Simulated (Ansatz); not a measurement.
Start from Ge in the diamond structure (space group Fd-3m, No. 227).

```xyz
2
Lattice="0.0000 2.8372 2.8372 2.8372 0.0000 2.8372 2.8372 2.8372 0.0000" Properties=species:S:1:pos:R:3 pbc="T T T"
Ge     0.0000     0.0000     0.0000
Ge     1.4186     1.4186     1.4186
```

Cartesian axes are those of the cell as printed.

The values are results of r2SCAN in Ansatz (plane waves to 500 eV, PAW, spin-orbit coupling left out), not measurements.

Base values:

```
Quantity    Result
--------  --------
Pressure  0.01 GPa
Band gap   0.36 eV
```

One thing is altered: the cell is stretched by 1.00 % along z with no lateral relaxation, atoms relaxed at fixed cell.

Task: What happens to the pressure?

Result: The pressure (mean of the normal stresses, compression positive) falls by 0.69 GPa (0.01 GPa → -0.68 GPa).

Task: What happens to the band gap?

Result: The band gap shrinks by 0.125 eV to 0.23 eV.

Task: Estimate the effect on the energy relative to the base.

Result: The energy goes up by 0.9 meV/atom.

The cells carry an imposed strain or load. Whether these cells are dynamically stable was not tested. The zero or small gap of Ge under uniaxial strain ε_zz = +1.00 % can change with the level of theory.

Ansatz is a first-principles code.
